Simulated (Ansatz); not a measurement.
The parent structure is GaSb in the zinc blende structure (space group F-43m, No. 216; a = 6.132 Å). Axes: x, y, z lie along the cube axes.

Method: Ansatz (a quantum-chemistry and plane-wave program) r2SCAN, no SOC.

Strains are applied to the cell and any free atomic positions relax; under biaxial strain the out-of-plane vector relaxes too.

One change was made to it. Results:

The valley order (the lowest conduction-band minima on the path, energy above the VBM, named in the base's zone) becomes Γ 0.14 eV; L along [111] 0.26 eV; L along [1-1-1] 0.60 eV; a point along [001], about 0.9 Å⁻¹ from Γ 1.02 eV (base: Γ 0.41 eV; L along ⟨111⟩ 0.68 eV; a point along ⟨100⟩, about 0.9 Å⁻¹ from Γ 1.10 eV); the energy increases by 9.2 meV/atom.

**Question.** Which change produced these results?
A) biaxial strain +2.50 %, plane normal [111], relaxed out of plane
B) biaxial strain +2.08 %, plane normal [111], relaxed out of plane
C) biaxial strain +1.67 %, plane normal [111], relaxed out of plane

**Answer.** B, biaxial strain +2.08 %, plane normal [111], relaxed out of plane. For comparison, the valley order in the other runs: biaxial strain +1.67 %, plane normal [111], relaxed out of plane gives Γ 0.17 eV; L along [111] 0.34 eV; L along [1-1-1] 0.62 eV; a point along [001], about 0.9 Å⁻¹ from Γ 1.04 eV; biaxial strain +2.50 %, plane normal [111], relaxed out of plane gives Γ 0.13 eV; L along [111] 0.18 eV; L along [1-1-1] 0.59 eV; a point along [001], about 0.9 Å⁻¹ from Γ 1.00 eV.

Spin-orbit coupling, missing from the scalar runs, can matter with Sb. The levels and masses belong to the bands next to the band gap. No phonon test of stability was made.
